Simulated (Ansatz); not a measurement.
Adsorption energy and surface dipole of H on the 1x1 (101) surface of tetragonal HfO2 (a metastable polymorph) (cut with top plane O), one in a 2x1 cell, started at the site 'hollow Hf', worked from the runs' numbers; total energies count from the potentials' own zero.

Host crystal: tetragonal HfO2, with a band gap (PBE, scalar-relativistic without spin-orbit coupling).

Calculation: PBE (plane waves to 420 eV, PAW; Ansatz, an electronic-structure program).

Model: 37-atom slab, 7.6 Å thick at the start under the adsorbate (thin: gaps and levels are the slab's own), 3x3x1 mesh, Fermi-Dirac 0.01 eV, dipole correction, 16 atoms held, the rest relaxed; no symmetry held; spin-polarised, ending with about 1.0 μB a cell; orders that need a larger cell were not tried, no spin-orbit, no U, no dispersion correction. At the end it is bonded to Hf. In PBE it is, or lies within 0.03 eV of, the lowest of the starts that converged.

```json
[
 {"quantity": "slab with the adsorbate", "value": "-202345.655 eV"},
 {"quantity": "clean slab, same cell and mesh", "value": "-202331.940 eV"},
 {"quantity": "reference, ½ H2(g)", "value": "-15.872 eV"},
 {"quantity": "area of the cell", "value": "45.99 Å²"},
 {"quantity": "change of the step from the bottom to the top vacuum level", "value": "0.099 eV"}
]
```

**Question.** What is the adsorption energy against this reference?

**Answer.** E(slab + adsorbate) − E(slab) − E(reference) = 2.16 eV, so in this state the adsorbate is less stable than in the reference, at a coverage of 2.17 a nm².
